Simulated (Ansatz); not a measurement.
Functionals compared on the (110) surface of bcc Fe, ferromagnetic in its 1x1 cell, outermost plane spacing 2.00 Å in the ideal cut, in Ansatz (plane waves, PAW). The structure was relaxed with PBE; the other rows are single points on it, each with its references at the same level. Cutoff 420 eV.

Model: 6-atom slab, 10.0 Å thick at the start (thin: gaps and levels are the slab's own), 16x16x1 mesh, Fermi-Dirac 0.1 eV, dipole correction, all atoms relaxed; symmetry of the start imposed; spin-polarised, no spin-orbit, no U. These notes are the PBE run's. LDA: The program's check for a lower electronic state was not made.

```tsv
functional	surface energy (J/m²)	work function of the top face (eV)	magnetic moment of the cell (μB)	rough cost of the single point
PBE	2.50	4.79	13.92	–
LDA	___	___	13.65	roughly 6 core-minutes
PBEsol	2.90	4.90	13.94	roughly 100 core-seconds
RPBE	2.23	4.63	14.11	roughly 100 core-seconds
```

Question: What belongs in the gaps?

Answer: 
- LDA, surface energy (J/m²): 3.12
- LDA, work function of the top face (eV): 5.13

Ansatz is a first-principles code.
